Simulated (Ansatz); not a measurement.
The reference is CaO in the rock salt structure (space group Fm-3m, No. 225; a = 4.831 Å).

Structures relaxed with DFT with PBE, PAW potentials and a 420 eV plane-wave cutoff in Ansatz (a quantum-chemistry and plane-wave program), no SOC.

Base:

Simulated powder pattern, Cu Kα1, λ = 1.54056 Å (kinematic, ideal powder, no thermal factors, no anomalous dispersion; the 8 strongest lines at most, above 2 %, up to 2θ = 90°):

```tsv
2θ (°)	I/Imax (%)	hkl
32.06	38	(111)
37.19	100	(200)
53.62	59	(220)
63.85	16	(311)
67.06	18	(222)
79.26	7.7	(400)
88.06	6.9	(331)
```

Modification: cell and atoms relaxed at a pressure of 3 GPa.

After the change:

Simulated powder pattern, Cu Kα1, λ = 1.54056 Å (kinematic, ideal powder, no thermal factors, no anomalous dispersion; the 8 strongest lines at most, above 2 %, up to 2θ = 90°):

```csv
2θ (°),I/Imax (%),hkl
32.36,38,(111)
37.54,100,(200)
54.14,59,(220)
64.50,16,(311)
67.74,18,(222)
80.11,7.6,(400)
89.06,7.0,(331)
```

The indices refer to the base's conventional cell; one index is shown for lines that coincide.

Load acts through the strain it causes; cell and atoms are relaxed under it. No phonon test of stability was made.
